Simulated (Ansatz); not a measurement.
Consider P vacancy in zinc-blende BP, charge state +1. Computed with PBE, PAW (plane waves to 420 eV; Ansatz, an electronic-structure program).

Cell of 64 host sites held at the relaxed PBE lattice; a 2×2×2 k-point mesh shifted by half a step; Fermi-Dirac width 0.01 eV, spin-restricted; finite-size errors left in. No zero-point or tunnelling terms. The charge state is imposed; whether it is stable for some Fermi level was not computed. Forms of the defect that were not tried may lie lower.

Barriers: single points on a 3×3×3 k-point mesh shifted by half a step at the bands' geometries (they differ from the bands' own by up to 0.05 eV, and are uncertain by about as much).

Relaxed starting cell (atoms counted from 1):

```yaml
crystal:
  lattice:
    - [9.09681, 0.00000, 0.00000]
    - [0.00000, 9.09681, 0.00000]
    - [0.00000, 0.00000, 9.09681]
  atoms:
    - { symbol: B, position: [0.99990, 0.00029, 0.00014] }
    - { symbol: B, position: [0.98905, 0.98942, 0.51135] }
    - { symbol: B, position: [0.99931, 0.50025, 0.00051] }
    - { symbol: B, position: [0.99990, 0.50064, 0.50048] }
    - { symbol: B, position: [0.49985, 0.99971, 0.00053] }
    - { symbol: B, position: [0.50025, 0.00028, 0.50049] }
    - { symbol: B, position: [0.49974, 0.50013, 0.00062] }
    - { symbol: B, position: [0.49984, 0.50023, 0.50106] }
    - { symbol: P, position: [0.12471, 0.12511, 0.87566] }
    - { symbol: P, position: [0.12471, 0.62510, 0.37566] }
    - { symbol: P, position: [0.12474, 0.62510, 0.87566] }
    - { symbol: P, position: [0.62471, 0.12510, 0.37566] }
    - { symbol: P, position: [0.62472, 0.12511, 0.87566] }
    - { symbol: P, position: [0.62472, 0.62511, 0.37567] }
    - { symbol: P, position: [0.62471, 0.62510, 0.87566] }
    - { symbol: B, position: [0.98904, 0.26080, 0.23999] }
    - { symbol: B, position: [0.99990, 0.24993, 0.75119] }
    - { symbol: B, position: [0.99990, 0.74957, 0.25084] }
    - { symbol: B, position: [0.99931, 0.74996, 0.75081] }
    - { symbol: B, position: [0.50025, 0.24993, 0.25085] }
    - { symbol: B, position: [0.49984, 0.25049, 0.75078] }
    - { symbol: B, position: [0.49986, 0.74997, 0.25026] }
    - { symbol: B, position: [0.49974, 0.75008, 0.75069] }
    - { symbol: P, position: [0.12659, 0.37415, 0.12663] }
    - { symbol: P, position: [0.12285, 0.37411, 0.62466] }
    - { symbol: P, position: [0.12284, 0.87609, 0.12666] }
    - { symbol: P, position: [0.12659, 0.87607, 0.62469] }
    - { symbol: P, position: [0.62490, 0.37502, 0.12575] }
    - { symbol: P, position: [0.62452, 0.37500, 0.62556] }
    - { symbol: P, position: [0.62452, 0.87520, 0.12575] }
    - { symbol: P, position: [0.62490, 0.87520, 0.62558] }
    - { symbol: B, position: [0.26038, 0.98947, 0.24004] }
    - { symbol: B, position: [0.24953, 0.00029, 0.75118] }
    - { symbol: B, position: [0.24953, 0.50064, 0.25085] }
    - { symbol: B, position: [0.25012, 0.50021, 0.75077] }
    - { symbol: B, position: [0.74918, 0.00029, 0.25085] }
    - { symbol: B, position: [0.74959, 0.99969, 0.75080] }
    - { symbol: B, position: [0.74958, 0.50025, 0.25024] }
    - { symbol: B, position: [0.74968, 0.50014, 0.75069] }
    - { symbol: P, position: [0.37375, 0.12698, 0.12665] }
    - { symbol: P, position: [0.37373, 0.12324, 0.62467] }
    - { symbol: P, position: [0.37461, 0.62530, 0.12575] }
    - { symbol: P, position: [0.37462, 0.62491, 0.62556] }
    - { symbol: P, position: [0.87569, 0.12323, 0.12663] }
    - { symbol: P, position: [0.87569, 0.12698, 0.62468] }
    - { symbol: P, position: [0.87481, 0.62492, 0.12574] }
    - { symbol: P, position: [0.87481, 0.62529, 0.62558] }
    - { symbol: B, position: [0.24953, 0.24992, 0.00013] }
    - { symbol: B, position: [0.26033, 0.26070, 0.51124] }
    - { symbol: B, position: [0.25012, 0.74999, 0.00054] }
    - { symbol: B, position: [0.24953, 0.74957, 0.50047] }
    - { symbol: B, position: [0.74959, 0.25052, 0.00052] }
    - { symbol: B, position: [0.74918, 0.24991, 0.50046] }
    - { symbol: B, position: [0.74968, 0.75007, 0.00062] }
    - { symbol: B, position: [0.74958, 0.74997, 0.50108] }
    - { symbol: P, position: [0.37374, 0.37412, 0.37379] }
    - { symbol: P, position: [0.37462, 0.37500, 0.87546] }
    - { symbol: P, position: [0.37376, 0.87607, 0.37754] }
    - { symbol: P, position: [0.37462, 0.87521, 0.87586] }
    - { symbol: P, position: [0.87569, 0.37414, 0.37754] }
    - { symbol: P, position: [0.87481, 0.37502, 0.87584] }
    - { symbol: P, position: [0.87570, 0.87608, 0.37378] }
    - { symbol: P, position: [0.87481, 0.87519, 0.87548] }
```
Cell charge +1.

End state 1 differs by these moves (Å; atoms that move under 0.08 Å are left out):

```csv
atom,element,Δx,Δy,Δz
2,B,1.48,1.48,-1.48
16,B,0.18,-0.15,0.15
32,B,-0.15,0.18,0.15
49,B,-0.15,-0.15,-0.18
```

Problem. Give the forward and backward barriers to end state 1 at the level PBE, PAW.

Solution. forward 2.47 eV, backward 2.07 eV; at the saddle point atom 2 has neighbours B at 2.20, 2 B at 2.21; 2 P at 2.57, P at 2.58 Å. The saddle point's order was not checked, and it lies on a symmetry element of the cell, where a band can be held.
